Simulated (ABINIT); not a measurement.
## Equation of state of rock-salt SrO (space group 225): energy against volume (ABINIT, LDA)

```
SrO
1.0
    0.00000     2.47966     2.47966
    2.47966     0.00000     2.47966
    2.47966     2.47966     0.00000
Sr O
1 1
Direct
  0.00000   0.00000   0.00000
  0.50000   0.50000   0.50000
```

Method: LDA (PW92), norm-conserving pseudopotentials (PseudoDojo nc-sr-04 LDA standard) (plane waves; ABINIT). Settings: pseudos = [Sr.upf, O.upf]; ecut = 1497 eV; ixc = 7; occopt = 3; tsmear = 0.00036749 Ha; ngkpt = 11 11 11; nshiftk = 1; shiftk = 0 0 0; potentials = PseudoDojo nc-sr-04 LDA standard; nband = 13; kptopt = 1; nstep = 80; tolvrs = 1e-12. The cell above is the first row's. The rows scale it uniformly. In all rows fractional positions and the k mesh are held. E is the free energy at the stated smearing, counted from the lowest row.

| V (Å^3/atom) | E (meV/atom) |
|---|---|
| 15.247 | 20.61 |
| 15.578 | 8.45 |
| 15.910 | 1.77 |
| 16.241 | 0.00 |
| 16.572 | 2.60 |
| 16.904 | 9.12 |
| 17.235 | 19.12 |
| 17.567 | 32.24 |
| 17.898 | ? |

Taking the third-order Birch-Murnaghan form, a cubic in V^(-2/3) for E over the 8 complete rows: With u = V^(-2/3) - 0.155, the rows have u = 0.007634, 0.005322, 0.003084, 0.000928, -0.001155, -0.003176, -0.005126, -0.007020. Least squares gives E = 0.640 - 1139.58·u + 485187·u² + 885955·u³. Residuals (row less fit): 0.000, -0.001, 0.004, -0.001, -0.002, -0.005, 0.009, -0.004; standard error 0.006 (degrees of freedom: 4). Its minimum lies at u = 0.001171, so V0 = (0.156171)^(-3/2) = 16.20. There d²E/du² = 976600 and d³E/du³ = 5316000, so B0 = (4/9) × 16.20^(-7/3) × 976600 × 0.160218 = 105 GPa (the last factor turns the table's units into GPa), and B0' = 4 + (2/3) × 0.156171 × (5316000)/976600 = 4.6. The program's pressures in the fitted runs (not shown) pass through zero at V = 16.20, 0.00 % from this V0.

Task: Estimate the missing E (V = 17.898); what did the run itself give?

Result: u = -0.008851, so E = 0.640 - 1139.58 × (-0.008851) + 485187 × (-0.008851)² + 885955 × (-0.008851)³ = 48.122 meV/atom. The calculation gives 48.15 meV/atom, 0.028 meV/atom above the prediction (0.1 % of the range of E in the table). The row lies outside the fitted rows, so this is an extrapolation. From the scatter of the fitted rows alone, a prediction at this place has a standard error of 0.014 meV/atom, so the miss is 1.9 times that.

Carrying the step between the two nearest rows on in a straight line would have given 45.32, off by 2.83; series whose last step already gives the withheld value aren't shown. The scan was laid around a cell of about the measured size, scaled by a guess for this functional. The runs keep the symmetry of the cell, so they don't test it for distortions. Cutoffs and mesh are single choices, not tested for convergence of this quantity. Series with a scatter that would blur these digits, or in which a gap closes, are not shown. Nor are scans whose minimum lies at an end fitted in this form.
